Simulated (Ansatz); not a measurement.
**Ge (space group I4_1/amd, No. 141; a cell from a computed database, its experimental status unchecked)**

Space group I4₁/amd, origin choice 1 (No. 141); a = 5.118 Å, b = 5.118 Å, c = 2.801 Å, α = 90.00°, β = 90.00°, γ = 90.00°

```
atom  site  symmetry       x       y       z
----  ----  --------  ------  ------  ------
Ge      4b      -4m2  0.0000  0.0000  0.5000
```
(The calculation used a cell of 2 atoms; values per cell refer to that cell.)

Method: plane-wave PAW DFT at the PBEsol level (Ansatz, a program for electronic structure, 420 eV), scalar-relativistic without spin-orbit coupling. k-mesh 19×19×19 (Γ-centred); smearing 0.05 eV (Fermi–Dirac).

| Item | Value |
|---|---|
| Volume per atom | 18.34 Å³ |
| Density | 6.58 g/cm³ |
| Band gap | zero |
| Total energy | -4253.332 eV/atom (σ→0; compares only within this code and set-up) |

Whether these cells are dynamically stable was not tested. This is not the structure that Ge has at room temperature and ambient pressure.
